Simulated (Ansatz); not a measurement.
Amorphous Ti$_{20}$O$_{43}$Y$_{2}$, 65 atoms at 3.74 g/cm³, one PBE-relaxed geometry, zone centre. Methods: PBE, scalar-relativistic without spin-orbit coupling (Ansatz, an electronic-structure program); r2SCAN, scalar-relativistic without spin-orbit coupling (Ansatz); HSE06, scalar-relativistic without spin-orbit coupling (Ansatz). Plane waves to 420 eV (r2SCAN 500 eV); exact exchange is cut at the cell's faces. At PBE the levels at the filled edge of the gap are localised (band-tail or defect states). All rungs ran without spin polarisation.

A CHGNet melt-quench gave the starting glass, which DFT then relaxed. O atoms were pushed apart under 1.9 Å during the dynamics, to hinder bonds among them. The hot cell started wider than the set density and was brought back towards it in steps. It is the lowest in DFT energy of 2 quenches. It is a model cell: composition and starting density were chosen by hand, and all elements were melted together. No dispersion term was used. Its density started from a set value of 3.74 and ended at 3.74 g/cm³. Cooling (nominally 240 K/ps over its main leg) ran many orders faster than in experiment, which tends to leave more defects and strain. A cell of this size samples the disorder only roughly. The volume was held where the preparation left it and the shape relaxed, at a PBE pressure of 0.4 GPa. Stress components on the final sampling reach 0.5 GPa.

The relaxation ran on the zone centre alone. At PBE the level gap is 2.55 eV on a 2×2×2 Γ-centred mesh, and the spacing at the zone centre alone 2.73 eV.

### Question
What zone-centre spacing does r2SCAN give, roughly?

### Answer
3.08 eV (+0.35 eV against PBE).

### Question
What zone-centre spacing does HSE06 give, roughly?

### Answer
4.26 eV (+1.53 eV against PBE).

The highest filled and the lowest empty state spread over these numbers of atoms (participation numbers): PBE: 11.8 and 14.3; r2SCAN: 11.4 and 13.5; HSE06: 12.1 and 13.6.
